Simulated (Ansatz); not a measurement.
# Lattice constant a of InP (model structure, started from the beta GaS type, P6₃/mmc, No. 194, 8 atoms in the cell) at several levels of theory

No measured value is used here.

Problem. Put these levels in order of the lattice constant a that they give for InP (model structure, started from the beta GaS type, P6₃/mmc, No. 194, 8 atoms in the cell), smallest first: PBE (Ansatz, a first-principles code), PBE-D3(BJ) (Ansatz), PBEsol (Ansatz).

Solution. PBEsol (4.250 Å), PBE-D3(BJ) (4.266 Å), PBE (4.280 Å)

Ansatz's density-functional and Hartree–Fock values are scalar-relativistic unless marked +SOC, with PAW data made under PBE.

A model structure was made by putting elements into a prototype or built by hand; it is no filed structure, need not be a known phase, and can be a saddle point held by its symmetry.
